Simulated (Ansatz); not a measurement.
CsPbBr3: energy against strain

CsPbBr3 (cubic perovskite, Pm-3m, 40.495 Å³/atom at rest) under an equal strain ε in the (001) plane with the normal axis free, as in a coherent film. PBEsol in Ansatz, a plane-wave DFT program (PAW, default set), 420 eV, 6×6×6 Γ-centred mesh, Fermi-Dirac smearing 0.05 eV; ions are relaxed within the symmetry of each cell.

Here s stands for strain and y for E less E0.

| strain (%) | E less E0 (meV/atom) |
|---|---|
| -3.00 | ? |
| -1.20 | 2.16 |
| -0.60 | 0.53 |
| 0.00 | 0.00 |
| 0.60 | 0.50 |
| 1.20 | 1.96 |

Fit y of the 5 rows that show it with a parabola. Least squares gives y = 0.000 - 0.0717·s + 1.4306·s². Residuals (row less fit): 0.014, -0.028, 0.000, 0.028, -0.014; standard error 0.031 (degrees of freedom: 2). Twice the quadratic coefficient over the volume, 2 × 1.4306 meV × 10⁴ × 0.1602 / 40.495 Å³, is twice the biaxial elastic modulus of this plane = 113 ± 1.8 GPa.

### Question
Estimate the missing y (s = -3.00); what did the run itself give?

### Answer
y = 0.000 - 0.0717 × (-3.0) + 1.4306 × (-3.0)² = 13.091 meV/atom. The calculation gives 14.52 meV/atom, 1.429 meV/atom above the prediction (9.8 % of the range of y in the table). The row lies outside the fitted rows, so this is an extrapolation. From the scatter of the fitted rows alone, a prediction at this place has a standard error of 0.202 meV/atom, so the miss is 7.1 times that.

One order more, fitted to all 11 runs of the series, follows each within 0.01, so the miss is the next term of a smooth law. The primitive cell can neither tilt nor turn polar against its symmetry, as such crystals can under strain. CsPbBr3 is here the ideal cubic form; the compound distorts at low or room temperature. Rows are the converged runs of the series near zero and its far end; series whose fitted rows scatter by over a few per cent of the range, as at a crossing or softening among them, aren't shown in this form. Most that stay on the fit to the last digits aren't either.
